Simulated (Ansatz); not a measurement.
Ir: energy against strain

Ir (fcc, Fm-3m, 14.058 Å³/atom at rest) under an equal strain ε in the (111) plane with the normal axis free, as in a coherent film. PBEsol in Ansatz, a plane-wave DFT program (PAW, default set), 420 eV, 29×29×29 Γ-centred mesh, Fermi-Dirac smearing 0.10 eV; ions are relaxed within the symmetry of each cell.

Here s stands for strain and y for E less E0.

| strain (%) | E less E0 (meV/atom) |
|---|---|
| -1.25 | 11.95 |
| -0.83 | 5.07 |
| -0.42 | 1.19 |
| 0.00 | 0.00 |
| 0.42 | 1.49 |
| 0.83 | 5.39 |
| 1.25 | 11.79 |
| 2.50 | ? |

Taking a parabola for y over the 7 complete rows: Least squares gives y = -0.001 + 0.0395·s + 7.5968·s². Residuals (row less fit): 0.130, -0.130, -0.132, 0.001, 0.134, 0.125, -0.128; standard error 0.159 (degrees of freedom: 4). Twice the quadratic coefficient over the volume, 2 × 7.5968 meV × 10⁴ × 0.1602 / 14.058 Å³, is twice the biaxial elastic modulus of this plane = 1732 ± 23 GPa.

Problem. Predict the withheld y at s = 2.50 from the fit, and compare with the calculation.

Solution. y = -0.001 + 0.0395 × 2.50 + 7.5968 × 2.50² = 47.578 meV/atom. The calculation gives 44.02 meV/atom, 3.558 meV/atom below the prediction (8.1 % of the range of y in the table). The row lies outside the fitted rows, so this is an extrapolation. From the scatter of the fitted rows alone, a prediction at this place has a standard error of 0.610 meV/atom, so the miss is 5.8 times that.

One order more, fitted to all 13 runs of the series, follows each within 0.03, so the miss is the next term of a smooth law. In a metal these values are sensitive to mesh and smearing; energies are taken to zero smearing, stresses follow the free energy. Rows are the converged runs of the series near zero and its far end; series whose fitted rows scatter by over a few per cent of the range, as at a crossing or softening among them, aren't shown in this form. Most that stay on the fit to the last digits aren't either.
